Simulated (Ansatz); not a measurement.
The parent structure is PbSe in the rock salt structure (space group Fm-3m, No. 225; a = 6.178 Å). Axes: x, y, z lie along the cube axes.

All numbers come from Kohn–Sham DFT with the r2SCAN functional, run in Ansatz (a quantum-chemistry and plane-wave program) with PAW and 500 eV plane waves, without spin-orbit coupling.

For the base:

The shortest interatomic distance is 3.089 Å. The band gap comes out as 0.67 eV and the pressure is -0.01 GPa.

The change: compressive biaxial strain of 0.83 % in the plane normal to [111], as in epitaxy on a mismatched substrate; the out-of-plane cell vector and the atoms relax.

Problem. What happens to the shortest interatomic distance?

Solution. The shortest interatomic distance shrinks by 0.008 Å to 3.081 Å.

Problem. Predict the new out-of-plane strain.

Solution. The out-of-plane strain amounts to +0.85 %.

Problem. How does this affect the energy relative to the base?

Solution. The energy grows by 0.9 meV/atom.

Problem. Estimate the effect on the band gap.

Solution. The band gap decreases by 0.133 eV, from 0.67 eV to 0.53 eV.

Problem. Predict the new pressure.

Solution. The pressure (mean of the normal stresses, compression positive) grows by 0.43 GPa to 0.42 GPa.

Spin-orbit coupling, missing from the scalar runs, can matter with Pb. Whether these cells are dynamically stable was not tested.
